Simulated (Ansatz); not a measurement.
The reference is MgTe in the wurtzite structure (space group P6_3mc, No. 186).

Space group P6₃mc (No. 186); a = 4.5614 Å, b = 4.5614 Å, c = 7.4119 Å, α = 90.00°, β = 90.00°, γ = 120.00°

```json
[
 {"atom": "Mg", "site": "2b", "symmetry": "3m.", "x": "0.6667", "y": "0.3333", "z": "0.4996"},
 {"atom": "Te", "site": "2b", "symmetry": "3m.", "x": "0.3333", "y": "0.6667", "z": "0.3764"}
]
```

All numbers come from PBEsol in Ansatz (plane waves to 420 eV, PAW, no spin-orbit coupling).

Strains are applied to the cell and any free atomic positions relax.

One change was made to it. Results:

The band gap rises by 0.246 eV (2.39 eV → 2.63 eV); the pressure (mean of the normal stresses, compression positive) rises by 2.20 GPa (-0.01 GPa → 2.19 GPa); the width of the top valence band increases by 0.12 eV to 1.52 eV; the electron mass becomes 0.16 mₑ along c, 0.18 mₑ across (at Γ) (base: 0.15 mₑ along c, 0.17 mₑ across (at Γ)).

Question: Name the change that was made.
(A) isotropic strain −0.60 %
(B) isotropic strain −1.20 %
(C) isotropic strain −3.00 %
(D) isotropic strain −1.80 %
(E) isotropic strain −2.40 %

Answer: D, isotropic strain −1.80 %. For comparison, the band gap in the other runs: isotropic strain −0.60 % gives 2.47 eV; isotropic strain −1.20 % gives 2.55 eV; isotropic strain −2.40 % gives 2.72 eV; isotropic strain −3.00 % gives 2.81 eV.

Spin-orbit coupling, missing from the scalar runs, can matter with Te. Effective masses come from finite differences of ±0.01 Å⁻¹. Stability against distortions was not tested.

Ansatz is a first-principles code.
